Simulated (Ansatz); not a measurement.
Cells marked so need not be the phases stable at ambient conditions, and some may be hypothetical.

 Where the default PAW files enter, the runs use the earlier of Ansatz's two default sets.

The gap is the functional's own. No spin-orbit coupling. Mid-gap values are interpolated on the energy grid.

A. Li2TiGeO5 (P4/nmm, not sure to be the ambient phase, 18 atoms a cell, 11.2 Å³ an atom, -6 GPa at this level), along the normal of (001)
B. CaPdF6 (R-3, not sure to be the ambient phase, 8 atoms a cell, 14.0 Å³ an atom), along the normal of (110)
C. Li2O2 (P6_3/mmc, not sure to be the ambient phase, 8 atoms a cell, 7.9 Å³ an atom), along the normal of (111)

### Question
Rank these by mid-gap decay constant of the slowest evanescent state (highest first), as r2SCAN (Ansatz, a quantum-chemistry and plane-wave program) gives it.

### Answer
B (0.60 1/Å), C (0.45 1/Å), A (0.40 1/Å)
